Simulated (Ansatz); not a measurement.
Consider WC (space group P-6m2, No. 187; a = 2.899 Å, c = 2.827 Å; relaxed with 0.1 eV smearing). Axes: x lies along a and z along c of the hexagonal cell.

Level of theory: Kohn–Sham DFT with the PBEsol functional, run in Ansatz (a program for electronic structure) with PAW and 420 eV plane waves, scalar-relativistic without spin-orbit coupling.

For the base:

The shortest interatomic distance comes out as 2.191 Å.

Perturbation: uniaxial strain ε_xx = −1.50 %, all other strain components held at zero; the atoms relax in the strained cell.

Estimate the effect on the shortest interatomic distance.

The shortest interatomic distance drops by 0.012 Å to 2.179 Å.

Predict the new energy relative to the base.

The energy goes up by 5.5 meV/atom.

No phonon test of stability was made. All final runs are without spin polarisation.
